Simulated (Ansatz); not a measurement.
**YN under load (space group I4/mmm): band-edge transport data**

Input:

```
YN
1.0
    0.00000     2.46979     2.40883
    2.46979     0.00000     2.40883
    2.46979     2.46979     0.00000
Y N
1 1
Direct
  0.00000   0.00000   0.00000
  0.50000   0.50000   0.50000
```

Method: r2SCAN, rigid bands (plane waves, PAW, scalar-relativistic; Ansatz, an electronic-structure program). Condition of this run: biaxial stress in (001) of -6 GPa (compression positive) (the target of the relaxation). Geometry: cell and atoms relaxed with PBEsol, then loaded as said.

The band gap is 0.46 eV. The electron conductivity mass (300 K, dilute) is 0.171 (x), 0.171 (y), 0.79 (z) mₑ. The hole conductivity mass (300 K, dilute) comes out as 1.16 (x), 1.16 (y), 0.197 (z) mₑ, the effective density of states N_c (300 K) is 4.9e18 cm⁻³ and the effective density of states N_v (300 K) is 1.3e19 cm⁻³. The density-of-states mass, electrons is 0.34 mₑ, the density-of-states mass, holes comes out as 0.63 mₑ and the Seebeck coefficient, n-type 1e19 cm⁻³, 300 K is -222 μV/K. The best n-type power factor at 300 K for τ = 10 fs (best axis; densities from 1e16 to 1e21 cm⁻³ tried, whether or not they can be reached) is 9.1 μW/(cm·K²) at 1e20 cm⁻³ and the Seebeck coefficient, p-type 1e19 cm⁻³, 300 K comes out as 264 μV/K.

Rigid bands; masses and Seebeck coefficients take one relaxation time τ for all states and one kind of carrier; polarons and phonon drag are left out. Spin-orbit coupling is left out; where it splits the top of the valence band, N_v and the p-type Seebeck coefficient come out somewhat high without it. Geometry: cell and atoms relaxed with PBEsol.
